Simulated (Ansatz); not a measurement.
Band structure of KRhO3 (Pm-3m, 5 atoms in the cell).

```xyz
5
Lattice="3.9916 0.0000 0.0000 0.0000 3.9916 0.0000 0.0000 0.0000 3.9916" Properties=species:S:1:pos:R:3 pbc="T T T"
K      0.0000     0.0000     0.0000
Rh     1.9958     1.9958     1.9958
O      1.9958     1.9958     0.0000
O      0.0000     1.9958     1.9958
O      1.9958     0.0000     1.9958
```
Moments meant for the start (each program seeds them in its own way; μB, in the order of the atoms K Rh O O O): 0.0 1.0 0.0 0.0 0.0.

Method of the run: LDA (PW92), PAW files made with PBE (plane waves; Ansatz, a quantum-chemistry and plane-wave program).

Settings: basis.ecutwfc = 30.9 Ry; kpoints.mp_grid.grid = 9 9 9; hamiltonian.xc = lda; hamiltonian.pseudopotentials = {kind: paw} (the program's default PAW files); magnetization.spin_polarized = true; scf.occupations.method = fermi_dirac; scf.occupations.width = 0.01 Ry; kpoints.band_path.npoints = 8.

The starting cell comes from a database of computed structures (which also holds hypothetical and non-ambient phases and stackings), without a prior relaxation at this level. The moments shrank to a small part of their start, a low-spin state that need not be the lowest.

Levels in eV from the Fermi level, bands 19 to 26 of the first spin channel:
```tsv
point	19	20	21	22	23	24	25	26
Γ	-1.63	-1.63	-1.36	-1.36	-1.36	-1.02	-1.02	6.05
X	-2.06	-1.61	-1.61	-1.02	0.16	0.16	2.25	8.53
M	-2.02	-0.69	0.07	0.07	0.22	0.54	4.73	9.39
R	-0.65	-0.65	0.44	0.44	0.44	4.74	4.74	8.37
```

Bands cross the Fermi level along this path, so the cell is metallic at this level.

The net moment of the cell came out as 0.36 μB.

Keys are those of Ansatz 0.2.
